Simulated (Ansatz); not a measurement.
For LaInHO2 (model structure, started from the SrVO2H type, P4/mmm, No. 123, 5 atoms in the cell), PBEsol (plane waves, PAW; Ansatz, an electronic-structure program) gives:

```
Item                              Value
------------------------------  -------
equilibrium lattice constant a  4.326 Å
lattice parameter c             3.645 Å
bulk modulus                    110 GPa
```

Q: What does r²SCAN (PAW; Ansatz) give for the same quantities?

A: 
- lattice constant a: 4.353 Å (goes up by 0.6 %)
- lattice parameter c: 3.654 Å (rises by 0.2 %)
- bulk modulus: 112 GPa (hardly moves)

Changes are worked out from the printed values.

Unless a cell is named, each level is at its own relaxed cell (PBEsol 13.64, r²SCAN 13.85 Å³/atom).

Caveats: the bulk modulus is −V dP/dV from two relaxed cells at ±2 % in volume (PBEsol, r²SCAN). Ansatz's density-functional and Hartree–Fock values are scalar-relativistic unless marked +SOC, with PAW data made under PBE.

A model structure was made by putting elements into a prototype or built by hand; it is no filed structure, need not be a known phase, and can be a saddle point held by its symmetry.
